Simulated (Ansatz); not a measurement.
```xyz
16
Lattice="6.2523 -0.0010 0.0016 -3.1270 5.4162 0.0000 0.0013 0.0008 5.0746" Properties=species:S:1:pos:R:3 pbc="T T T"
Al     1.5531     0.9049     0.0119
Al     0.0078     1.8099     2.5467
N      1.5294     0.9189     3.1988
N      0.0327     1.8243     0.6543
Al    -0.0033     3.6006     0.0119
Ga    -1.5531     4.5195     2.5427
N     -0.0030     3.5732     3.1988
N     -1.5303     4.5326     0.6011
Ga     4.6991     0.9077     0.0076
Ga     3.1187     1.7975     2.5436
N      4.7210     0.9203     3.1458
N      3.0967     1.7849     0.6116
Ga     3.1283     3.6115     0.0084
Ga     1.5525     4.5102     2.5436
N      3.1281     3.6114     3.1559
N      1.5306     4.4975     0.6116
```

The ordered cell is a computed model, not a synthesised structure.

**Question.** Give the diagonal Born effective charges atom by atom and the electronic dielectric tensor from linear response, LDA in Ansatz (a first-principles code).

**Answer.** 
| atom | Z*xx | Z*yy | Z*zz |
|---|---|---|---|
| Al1 | 2.61 | 2.52 | 2.69 |
| Al2 | 2.58 | 2.60 | 2.59 |
| N3 | -2.57 | -2.62 | -2.68 |
| N4 | -2.58 | -2.52 | -2.69 |
| Al5 | 2.58 | 2.55 | 2.69 |
| Ga6 | 2.57 | 2.54 | 2.66 |
| N7 | -2.66 | -2.53 | -2.68 |
| N8 | -2.52 | -2.45 | -2.71 |
| Ga9 | 2.51 | 2.54 | 2.74 |
| Ga10 | 2.53 | 2.61 | 2.69 |
| N11 | -2.50 | -2.56 | -2.70 |
| N12 | -2.52 | -2.59 | -2.70 |
| Ga13 | 2.51 | 2.56 | 2.77 |
| Ga14 | 2.61 | 2.53 | 2.69 |
| N15 | -2.60 | -2.60 | -2.68 |
| N16 | -2.53 | -2.58 | -2.70 |

ε∞ diagonal: 5.1, 5.1, 5.3. The program warned that the k mesh resolves the field response only roughly, so the permittivities are not converged.
